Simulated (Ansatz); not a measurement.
**Input and output of a self-consistent single point for MgO (Fm-3m, 2 atoms in the cell) (Ansatz, a quantum-chemistry and plane-wave program)**

Method of the run: PBE (plane waves, PAW; Ansatz).

Input:

Ansatz 0.2 input:
```yaml
crystal:
  lattice:
    - [0.000000, 2.098685, 2.098685]
    - [2.098685, 0.000000, 2.098685]
    - [2.098685, 2.098685, 0.000000]
  atoms:
    - { symbol: Mg, position: [0.000000, 0.000000, 0.000000] }
    - { symbol: O, position: [0.500000, 0.500000, 0.500000] }
basis:
  ecutwfc: 420.0 eV
kpoints:
  mp_grid: { grid: [10, 10, 10] }
hamiltonian:
  xc: pbe
  pseudopotentials: { kind: paw }
scf:
  occupations: { method: fermi_dirac, width: 0.02 eV }
output:
  forces: true
  eigenvalues: true
  stress: true
```

Log, with long lists cut:

```
WARN ansatz: RAYON_NUM_THREADS=1 ignored (pool sized by the plan → 1); use --threads N
Pseudopotentials: kind: paw
Pseudopotential: Mg, paw, valence charge 10
Pseudopotential: O, paw, valence charge 6
Crystal: 2 atoms, lattice volume = 18.487 Å³
Basis set: ecut = 420 eV, 339 PW (Γ), exchange–correlation on 40×40×40 points (8 copies of the dense FFT grid, shifted against one another)
Bands: 12, of which v1, the nominal top of the filled ones, is band 8 counted from 1 (7 counted from 0)
Symmetry: 48 space group operations
Space group: Fm-3m (ITA 225), of the structure as read, at distance tolerance 2.6e-5 Å
k-points: 47 of 1000
Initial density: superposition of atomic densities (neutral atoms: chi_scale 0, normalization atom), corrected by the library's trained network
Initial wavefunctions: pseudopotential atomic-orbital guess
Eigensolver: davidson
Functional: x = pbe(κ = 0.804, μ = 0.2195149727645171), c = pbe(β = 0.06672455060314922)
SCF iter   1: F=—  HF=-2494.123409 eV  |F-HF|=—  |Δ(HF+E_count)|=         —  Δρ=5.80e-4  dr2=7.87e-6  ethr=1.77e-3  ⟨swp⟩=6.0  Hψ=3331  notcnv=0
all-band conjugate gradients solve this SCF's bands
preconditioner: auto → none
SCF iter   2: F=—  HF=-2494.124098 eV  |F-HF|=—  |Δ(HF+E_count)|=   6.90e-4  Δρ=4.17e-4  dr2=1.46e-5  ethr=4.92e-8  ⟨swp⟩=3.7  Hψ=1715  notcnv=0
SCF iter   3: F=—  HF=-2494.124119 eV  |F-HF|=—  |Δ(HF+E_count)|=   2.01e-5  Δρ=2.30e-4  dr2=3.82e-6  ethr=4.92e-8  ⟨swp⟩=2.8  Hψ=917  notcnv=0
iter 4 did not close the SCF: its close was put off for the readings that it lacked (scf_convergence_deferred on its scf_iter line)
SCF iter   4: F=-2494.124135 eV  HF=-2494.124135 eV  |F-HF|=6.47e-9  |Δ(HF+E_count)|=   1.64e-5  Δρ=2.94e-5  dr2=5.50e-8  ethr=2.39e-8  ⟨swp⟩=2.1  Hψ=872  notcnv=0
iter 5 did not close the SCF: its close was put off for the readings that it lacked (scf_convergence_deferred on its scf_iter line)
SCF iter   5: F=-2494.124135 eV  HF=-2494.124135 eV  |F-HF|=7.59e-9  |Δ(HF+E_count)|=   3.02e-8  Δρ=8.11e-6  dr2=6.40e-9  ethr=3.44e-10  ⟨swp⟩=2.1  Hψ=919  notcnv=0
SCF iter   6: F=-2494.124135 eV  HF=-2494.124135 eV  |F-HF|=7.89e-10  |Δ(HF+E_count)|=   3.14e-9  Δρ=2.50e-6  dr2=5.04e-10  ethr=4.00e-11  ⟨swp⟩=1.5  Hψ=1721  notcnv=0
SCF 1 converged in 6 iterations: F = -2494.124135 eV  dr2 = 5.04e-10
SCF converged after 6 iterations
Free energy (F): -2494.124135 eV
Harris-Foulkes:  -2494.124135 eV  (|F-HF|=7.89e-10)
Internal energy: -2494.124135 eV  (E = F + TS)
E sigma→0 (E₀):  -2494.124135 eV
Fermi energy:    10.701261 eV
--- Per-component energies (eV) ---
  E_band       = -290.333252
  E_kinetic    = 256.159550
  E_local      = -1595.811405  (includes V_loc(G=0)·N_el)
  E_nonlocal   = 142.835993
  E_hartree    = 552.024037
  E_xc         = -105.389464
  E_vxc        = -135.067328  (∫ρ·V_xc dr)
  E_paw        = -450.065519  (= ΣΔE_a)
  E_vpaw       = -62.499909  (= ΣTr[D̂ρ^β])
  E_aug_tail   = 0.002519  (compensation charges beyond the density's cutoff)
  E_ewald      = -1293.879845
  E_smearing   = -0.000000  (= −TS)
  E_closure    = 0.000000  (closes the sum)
  Σ components = -2494.124135   (vs F -2494.124135, Δ=0.00e0)
--- Forces (eV/Å), atoms counted from 1 ---
  atom   1  Mg    -0.00000000     0.00000000    -0.00000000
  atom   2  O      0.00000000    -0.00000000    -0.00000000
  max |Σ_I F_I| component: 1.12e-29 eV/Å
--- Stress (GPa, compression-positive) ---
        6.481140       0.000000       0.000000
       -0.000000       6.481140       0.000000
        0.000000       0.000000       6.481140
  P = ⅓ Tr σ = 6.4811 GPa (64.811 kbar)
  The stress holds the Pulay correction. Without it, at fixed plane waves, as pw.x and ABINIT print it: P = 5.8706 GPa
--- Band table (eV; the first three rows and the last of 47) ---
  k-point 0: bands = ["-63.9941", "-30.7137", "-30.7137", "-30.7137", "-9.0399", "8.2658", "8.2658", "8.2658", "13.1114", "24.1477", "24.1477", "24.1477"]
  k-point 1: bands = ["-63.9932", "-30.7224", "-30.7146", "-30.7146", "-8.9287", "7.6145", "8.1975", "8.1975", "13.7376", "22.8891", "24.3904", "24.3904"]
  k-point 2: bands = ["-63.9909", "-30.7451", "-30.7168", "-30.7168", "-8.6233", "6.2863", "8.0238", "8.0238", "14.9323", "21.3775", "24.8873", "24.8873"]
  k-point 46: bands = ["-63.9819", "-30.7739", "-30.7596", "-30.7456", "-7.4125", "4.9179", "5.7275", "6.5214", "19.3424", "20.2507", "20.5526", "24.3566"]
```

The run converged in 6 iterations.

The starting cell has typed, rounded lattice constants, without a prior relaxation at this level. Its lattice was rescaled by up to half a per cent. With a pressure of about 6 GPa the cell is away from its equilibrium volume at this level. Ansatz's pressure includes its estimate of the finite-basis (Pulay) stress. Without the estimate this run gives 5.87 GPa.
